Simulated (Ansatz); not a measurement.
A calculation on BiVO4 (I4₁/a, No. 88; start COD 9012062; high-temperature phase) returned lattice constant a 5.135 Å, lattice parameter c 11.668 Å.

Q: Which level of theory produced these numbers?
A) PBE-D3(BJ) (Ansatz (a first-principles code))
B) r²SCAN+rVV10 (Ansatz)
C) LDA (Ansatz)
D) PBEsol (Ansatz)

A: A, PBE-D3(BJ) (Ansatz)

The others give: LDA 5.063 Å, 11.431 Å; PBEsol 5.107 Å, 11.576 Å; r²SCAN+rVV10 5.106 Å, 11.567 Å.

Unless a cell is named, each level is at its own relaxed cell (LDA 12.21, PBE-D3(BJ) 12.82, PBEsol 12.58, r²SCAN+rVV10 12.57 Å³/atom).

The crystal itself was run without spin with LDA, PBEsol, r²SCAN+rVV10, PBE-D3(BJ).

Caveats: the relaxation could not lower the start's symmetry, so the cell can be a saddle point above a distorted one (LDA, PBEsol, r²SCAN+rVV10, PBE-D3(BJ)). Ansatz's density-functional and Hartree–Fock values are scalar-relativistic unless marked +SOC, with PAW data made under PBE.
